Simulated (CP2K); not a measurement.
Troubleshooting CP2K: a failed run on a sheet of SnO (4 atoms in the cell). The aim is a self-consistent single point with DFT PBE, GPW, DZVP-MOLOPT-SR-GTH basis, GTH-PBE potentials (GTH_POTENTIALS).

Cell that was meant: a = 3.7264 Å, b = 3.7264 Å, c = 16.2254 Å, α = 90.00°, β = 90.00°, γ = 90.00°.

Part of the input:

```
    &END QS
    &MGRID
      CUTOFF 450
      RELCUTOFF 50
      NGRIDS 4
    &END MGRID
    &SCF
```

Log, with long lists cut:

```
 Possible matches for unknown keyword

 RELCUTOFF

   keyword REL_CUTOFF in section %__ROOT__%FORCE_EVAL%DFT%MGRID score:  109
   keyword REL_CUTOFF in section %__ROOT__%FORCE_EVAL%PROPERTIES%TDDFPT%MGRID score:  109
   keyword REL_CUTOFF in section %__ROOT__%FORCE_EVAL%PROPERTIES%RIXS%TDDFPT%MGRID score:  109
   keyword CUTOFF in section %__ROOT__%FORCE_EVAL%DFT%MGRID score:  107
   keyword CUTOFF in section %__ROOT__%FORCE_EVAL%PROPERTIES%TDDFPT%MGRID score:  107

 *******************************************************************************
 *   ___                                                                       *
 *  /   \                                                                      *
 * [ABORT]                                                                     *
 *  \___/           found an unknown keyword RELCUTOFF in section MGRID        *
 *    |                                                                        *
 *  O/|                                                                        *
 * /| |                                                                        *
 * / \                                               input/input_parsing.F:253 *
 *******************************************************************************

 ===== Routine Calling Stack =====

            5 section_vals_parse
            4 section_vals_parse
            3 section_vals_parse
            2 section_vals_parse
            1 read_input
Abort(1) on node 0 (rank 0 in comm 0): application called MPI_Abort(MPI_COMM_WORLD, 1) - process 0
```

### Question
From the messages shown, name the fault and mend the input.

### Answer
The fault is a keyword that the program does not know. The program does not know a key of this name. To fix it, use the program's own name for the key. The program stopped before any SCF iteration.

The sound input it was made from differs as follows (other fixes are possible):
```diff
-      RELCUTOFF 50
+      REL_CUTOFF 50
```

With that input, the run converged in 19 iterations: free energy E − TS -1062.8602 eV; top of the valence band (on the code's own zero) -2.37 eV; gap on the k-point mesh 3.02 eV; pressure averaged over the cell with its vacuum 4.54 GPa; largest force (vector length) 2.606 eV/Å (DFT PBE, GPW, DZVP-MOLOPT-SR-GTH basis, GTH-PBE potentials (GTH_POTENTIALS)).

On the sound input: the starting cell was generated: these elements placed on a structure prototype, without a prior relaxation; it need not be a known phase or ordering of this composition. Its lattice was rescaled in the plane by a random factor within 2.5 % of one. Values carry the incompleteness of an atom-centred basis. Forces in this geometry exceed 1 eV/Å.
